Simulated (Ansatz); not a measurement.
The starting structures come from a database of crystals and need not be the phases stable at ambient conditions.

 Where the default PAW files enter, the runs use the earlier of Ansatz's two default sets.

Consider the following.

```yaml
crystal:
  lattice:
    - [5.89521, 0.00000, 0.00000]
    - [0.00000, 8.33709, 0.00000]
    - [0.00000, 4.16854, 4.16854]
  atoms:
    - { symbol: V, position: [0.00000, 0.00000, 0.00000] }
    - { symbol: Cu, position: [0.50000, 0.00000, 0.00000] }
    - { symbol: Cu, position: [0.00000, 0.50000, 0.50000] }
    - { symbol: Cu, position: [0.00000, 0.00000, 0.50000] }
    - { symbol: Te, position: [0.74905, 0.25095, 0.49810] }
    - { symbol: Te, position: [0.25095, 0.25095, 0.00000] }
    - { symbol: Te, position: [0.74905, 0.74905, 0.50190] }
    - { symbol: Te, position: [0.25095, 0.74905, 0.00000] }
```

Space group of this cell: P-43m. The cell is taken as given; by PBEsol its mean pressure is -1.7 GPa.

Transport runs along the normal of the first two printed cell vectors, the (110) plane of the conventional cell.

The gap is the functional's own. No spin-orbit coupling. Mid-gap values are interpolated on the energy grid.

**Question.** State the band gap and the smallest decay constant κ at mid-gap according to PBEsol run with Ansatz (a first-principles code).

**Answer.** Gap 0.56 eV on a 8×8×8 mesh; κ = 0.133 1/Å, at (0.500, 0.000) of the in-plane reciprocal vectors. At the zone centre, at the nearest computed energy, the slowest state has κ = 0.20 1/Å.
